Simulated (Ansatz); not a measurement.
The parent structure is Ga2O3 in the corundum structure (space group R-3c, No. 167; a = 5.000 Å, c = 13.449 Å (hexagonal axes)). Axes: x lies along a and z along c of the hexagonal cell.

All numbers come from Ansatz (a first-principles code), PBEsol, PAW, cutoff 420 eV, spin-orbit coupling left out.

It is then changed as follows: uniaxial strain ε_zz = −5.65 %, all other strain components held at zero; the atoms relax in the strained cell.

**Question.** Predict the stress tensor and what it implies for the stiffness.

**Answer.** Stress of the strained cell less that of the base (GPa, compression positive):
```
   9.09    0.00    0.00
   0.00    9.09    0.00
   0.00    0.00   21.19
```

Then −Δσ_ii/ε with ε = -0.0565 gives secant stiffness values (nonlinear terms included at this strain): C33 ≈ 375 GPa, C13 ≈ 161 GPa and C23 ≈ 161 GPa.

As a check, the harmonic strain energy −½ V₀ Δσ:ε is 36 meV/atom; the computed energy rise is 35 meV/atom.

Whether these cells are dynamically stable was not tested.
